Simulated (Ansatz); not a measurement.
HfCl₄ (P2/c, No. 13) was calculated with PBEsol in Ansatz (plane waves, PAW).

Numerical settings: plane-wave cutoff 520 eV, 6×6×6 k mesh, Fermi–Dirac smearing 0.01 eV, scalar-relativistic PAW data made under PBE.

Computed at the level's own relaxed cell.

Task: Give the computed band gap and direct gap at Γ.

Result: 
- band gap: 4.09 eV (on the SCF k mesh)
- direct gap at Γ: 4.22 eV

Note: the cell is over a tenth larger than the published one: the level's own overestimate first of all, though another phase or state, or a fault of the published cell, is possible; the cell has widely spaced layers and the level no dispersion term, so their spacing and the moduli can rest on weak binding.

Spin–orbit coupling is not included.

Static lattice: no zero-point or thermal effects.

Ansatz is an electronic-structure program.
